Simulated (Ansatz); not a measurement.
Rock-salt NaH, treated with LDA in Ansatz (PAW).

Numerical settings: plane-wave cutoff 520 eV, 12×12×12 k mesh, Fermi–Dirac smearing 0.01 eV, scalar-relativistic PAW data made under PBE.

The cell has the measured lattice parameters. Conventional cell: a = 4.8720 Å, b = 4.8720 Å, c = 4.8720 Å, α = 90.00°, β = 90.00°, γ = 90.00°.

```
NaH
1.0
    0.00000     2.43600     2.43600
    2.43600     0.00000     2.43600
    2.43600     2.43600     0.00000
Na H
1 1
Direct
  0.00000   0.00000   0.00000
  0.50000   0.50000   0.50000
```

Q: List the 5 lowest band energies at Γ above −25 eV (eV, relative to the valence band maximum), grouping those that round alike.

A: At Γ: -22.25 (×3), -3.71, 10.17.

Note: cell and atoms aren't relaxed at this level (pressure -2.5 GPa).

Ansatz is a program for electronic structure.
